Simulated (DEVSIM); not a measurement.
System: Schottky contact on p-type Si, at 300 K.

```tsv
layer (left to right)	material	thickness (μm)	Na (cm⁻³)	τn (s)	τp (s)
1	Si	0.310	1.8e15	9e-5	9e-5
```

Left contact: Schottky, work function 4.534 eV, emission velocity 1.8e6 cm/s. Right contact: ohmic. Voltage is applied to the left contact. Recombination: SRH at mid-gap, radiative. Gap narrowing is on: ΔEg = 6.92 meV × (l + √(l² + 0.5)), l = ln(N/1.3e17 cm⁻³), shared equally by both band edges. Mobility is μmin + (μ − μmin)/(1 + (N/Nref)^α).

This is a model device: material constants are rounded textbook-type values typed into the input, and sizes, dopings and lifetimes were drawn at random. Values at 300 K. The table also holds parameters that only a changed run uses.

```tsv
parameter	Si
gap (eV)	1.124
affinity (eV)	4.05
permittivity	11.7
Nc (cm⁻³)	2.86e19
Nv (cm⁻³)	3.1e19
μn (cm²/Vs)	1417
μp (cm²/Vs)	470
μn,min	52
μp,min	45
Nref,n	9.7e16
Nref,p	2.2e17
αn	0.68
αp	0.72
B (cm³/s)	4.7e-15
Cn (cm⁶/s)	2.8e-31
Cp (cm⁶/s)	9.9e-32
```

Simulated with DEVSIM: 1D drift-diffusion, Boltzmann statistics, complete ionisation; no tunnelling, impact ionisation, image-force lowering or self-heating. Metal contacts follow the ideal Schottky-Mott rule: no Fermi-level pinning, no interface dipoles.

Base results: dark forward voltage at 100 A/cm² (V) 0.386; dark forward voltage at 1 A/cm² (V) 0.237; potential step across the device at zero bias (V) 0.388; largest field in the device at zero bias (V/cm) 17000.

Question: What follows from this one change: thickness of layer 1 0.31 → 1.6 μm?

Answer: dark forward voltage at 100 A/cm² 0.386 → 0.484 V; dark forward voltage at 1 A/cm² little changed (0.239 V); potential step across the device at zero bias little changed (0.388 V); largest field in the device at zero bias 17000 → 14000 V/cm.

Question: What follows from this one change: metal work function 4.534 → 4.334 eV?

Answer: dark forward voltage at 100 A/cm² 0.386 → 0.569 V; dark forward voltage at 1 A/cm² 0.237 → 0.418 V; potential step across the device at zero bias 0.388 → 0.588 V; largest field in the device at zero bias 17000 → 23000 V/cm.
